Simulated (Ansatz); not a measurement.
MgS in the rock salt structure (space group Fm-3m, No. 225)

```
MgS
1.0
    0.00000     2.61485     2.61485
    2.61485     0.00000     2.61485
    2.61485     2.61485     0.00000
S Mg
1 1
Direct
  0.00000   0.00000   0.00000
  0.50000   0.50000   0.50000
```

The values are results of Kohn–Sham DFT with the PBE functional, run in Ansatz (a program for electronic structure) with PAW and 420 eV plane waves, without spin-orbit coupling, not measurements. Settings: 11×11×11 k-points, 0.05 eV Fermi–Dirac smearing.

```json
{
 "volume_per_atom": "17.88 Å³",
 "density": "2.62 g/cm³",
 "band_gap": "2.76 eV, indirect, Γ → X",
 "electron_mass": "0.52 mₑ along k, 0.29 mₑ across",
 "Hole mass (degenerate bands, along [100])": "0.25, 0.97, 0.97 mₑ",
 "Lowest conduction-band minima above the VBM": "X along ⟨100⟩ 2.76 eV; Γ 3.60 eV",
 "total_energy": "-1414.374 eV/atom (σ→0; compares only within this code and set-up)"
}
```

Effective masses come from finite differences of ±0.01 Å⁻¹. Along k means along the line from Γ to the band edge. Stability against distortions was not tested.
